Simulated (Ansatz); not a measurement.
## A self-consistent single point of As (R-3m, 2 atoms in the cell) with Ansatz

Method: PBE (plane waves, PAW; Ansatz, a quantum-chemistry and plane-wave program).

This input was run:

Ansatz 0.2 input:
```yaml
crystal:
  lattice:
    - [3.698766, -1.889400, 0.000000]
    - [3.698766, 1.889400, 0.000000]
    - [2.733624, 0.000000, 3.126979]
  atoms:
    - { symbol: As, position: [0.231716, 0.231716, 0.231716] }
    - { symbol: As, position: [0.773000, 0.773000, 0.773000] }
basis:
  ecutwfc: 420.0 eV
kpoints:
  mp_grid: { grid: [9, 9, 9] }
hamiltonian:
  xc: pbe
  pseudopotentials: { kind: paw }
scf:
  occupations: { method: fermi_dirac, width: 0.1 eV }
output:
  forces: true
  eigenvalues: true
  stress: true
```

The program printed (abridged):

```
WARN ansatz: RAYON_NUM_THREADS=1 ignored (pool sized by the plan → 1); use --threads N
Pseudopotentials: kind: paw
Pseudopotential: As, paw, valence charge 15
Crystal: 2 atoms, lattice volume = 43.705 Å³
Basis set: ecut = 420 eV, 851 PW (Γ), exchange–correlation on 60×60×60 points (8 copies of the dense FFT grid, shifted against one another)
Bands: 19, of which v1, the nominal top of the filled ones, is band 15 counted from 1 (14 counted from 0)
Symmetry: 12 space group operations
Space group: R-3m (ITA 166), of the structure as read, at distance tolerance 3.5e-5 Å
k-points: 85 of 729
Initial density: superposition of atomic densities (neutral atoms: chi_scale 0, normalization atom), corrected by the library's trained network
Initial wavefunctions: pseudopotential atomic-orbital guess
Eigensolver: davidson
Functional: x = pbe(κ = 0.804, μ = 0.2195149727645171), c = pbe(β = 0.06672455060314922)
SCF iter   1: F=—  HF=-9712.272757 eV  |F-HF|=—  |Δ(HF+E_count)|=         —  Δρ=1.48e-3  dr2=8.25e-4  ethr=1.77e-3  ⟨swp⟩=5.4  Hψ=7416  notcnv=0
all-band conjugate gradients solve this SCF's bands
preconditioner: auto → Kerker (q_TF=auto, 2.562 Å⁻¹)
SCF iter   2: F=—  HF=-9712.272626 eV  |F-HF|=—  |Δ(HF+E_count)|=   1.31e-4  Δρ=8.79e-4  dr2=2.77e-4  ethr=2.75e-6  ⟨swp⟩=2.0  Hψ=3216  notcnv=0
SCF iter   3: F=—  HF=-9712.272739 eV  |F-HF|=—  |Δ(HF+E_count)|=   1.13e-4  Δρ=2.78e-4  dr2=3.84e-5  ethr=9.22e-7  ⟨swp⟩=2.0  Hψ=2891  notcnv=0
SCF iter   4: F=—  HF=-9712.272733 eV  |F-HF|=—  |Δ(HF+E_count)|=   6.13e-6  Δρ=1.10e-4  dr2=6.53e-6  ethr=1.28e-7  ⟨swp⟩=2.0  Hψ=2892  notcnv=0
SCF iter   5: F=—  HF=-9712.272732 eV  |F-HF|=—  |Δ(HF+E_count)|=   7.47e-7  Δρ=3.93e-5  dr2=9.09e-7  ethr=2.18e-8  ⟨swp⟩=2.0  Hψ=2891  notcnv=0
SCF iter   6: F=—  HF=-9712.272731 eV  |F-HF|=—  |Δ(HF+E_count)|=   7.90e-7  Δρ=1.71e-5  dr2=1.77e-7  ethr=3.03e-9  ⟨swp⟩=2.0  Hψ=2891  notcnv=0
SCF iter   7: F=-9712.272731 eV  HF=-9712.272731 eV  |F-HF|=1.11e-8  |Δ(HF+E_count)|=   2.85e-8  Δρ=4.39e-6  dr2=1.13e-8  ethr=3.33e-10  ⟨swp⟩=4.8  Hψ=6450  notcnv=0
SCF 1 converged in 7 iterations: F = -9712.272731 eV  dr2 = 1.13e-8
SCF converged after 7 iterations
Free energy (F): -9712.272731 eV
Harris-Foulkes:  -9712.272731 eV  (|F-HF|=1.11e-8)
Internal energy: -9712.265483 eV  (E = F + TS)
E sigma→0 (E₀):  -9712.269107 eV
Entropy (-TS):   -0.007249 eV (-3.624 meV/atom)
Fermi energy:    10.527792 eV
--- Per-component energies (eV) ---
  E_band       = -472.831488
  E_kinetic    = 204.418357
  E_local      = -3345.477287  (includes V_loc(G=0)·N_el)
  E_nonlocal   = -1341.489988
  E_hartree    = 1850.901336
  E_xc         = -158.294117
  E_vxc        = -158.201364  (∫ρ·V_xc dr)
  E_paw        = -3669.079275  (= ΣΔE_a)
  E_vpaw       = 466.112599  (= ΣTr[D̂ρ^β])
  E_aug_tail   = 0.000018  (compensation charges beyond the density's cutoff)
  E_ewald      = -3253.244526
  E_smearing   = -0.007249  (= −TS)
  E_closure    = 0.000000  (closes the sum)
  Σ components = -9712.272731   (vs F -9712.272731, Δ=0.00e0)
--- Forces (eV/Å), atoms counted from 1 ---
  atom   1  As    -0.26026935     0.00000000    -0.08033210
  atom   2  As     0.26026935    -0.00000000     0.08033210
  max |Σ_I F_I| component: 1.39e-17 eV/Å
--- Stress (GPa, compression-positive) ---
        0.030343       0.000000      -0.405724
        0.000000       1.344856       0.000000
       -0.405724       0.000000       1.219629
  P = ⅓ Tr σ = 0.8649 GPa (8.649 kbar)
  The stress holds the Pulay correction. Without it, at fixed plane waves, as pw.x and ABINIT print it: P = 0.8428 GPa
--- Band table (eV; the first three rows and the last of 85) ---
  k-point 0: bands = ["-25.7699", "-25.7699", "-25.7297", "-25.7297", "-25.7061", "-25.6710", "-25.6710", "-25.6597", "-25.6291", "-25.6291", "-4.3134", "4.5304", "7.8759", "8.6667", "8.6667", "12.4947", "13.4723", "13.4723", "17.3243"]
  k-point 1: bands = ["-25.7684", "-25.7665", "-25.7287", "-25.7275", "-25.7051", "-25.6725", "-25.6714", "-25.6614", "-25.6323", "-25.6309", "-4.1502", "4.0173", "7.9608", "8.5622", "8.5664", "12.6586", "13.1152", "13.2558", "16.4827"]
  k-point 2: bands = ["-25.7642", "-25.7569", "-25.7259", "-25.7213", "-25.7021", "-25.6768", "-25.6731", "-25.6666", "-25.6406", "-25.6358", "-3.6655", "2.7704", "7.8408", "8.3315", "8.8407", "11.9982", "12.5404", "12.6623", "16.5478"]
  k-point 84: bands = ["-25.7563", "-25.7545", "-25.7241", "-25.7229", "-25.7007", "-25.6751", "-25.6740", "-25.6649", "-25.6461", "-25.6445", "-2.8070", "0.4168", "7.3427", "8.5745", "10.0896", "11.6654", "11.7448", "13.5124", "18.2286"]
```

The run converged in 7 iterations.

The starting cell has typed, rounded lattice constants, without a prior relaxation at this level. Its lattice was rescaled by up to half a per cent. One atom was moved a little off its site on purpose. Ansatz's pressure includes its estimate of the finite-basis (Pulay) stress.
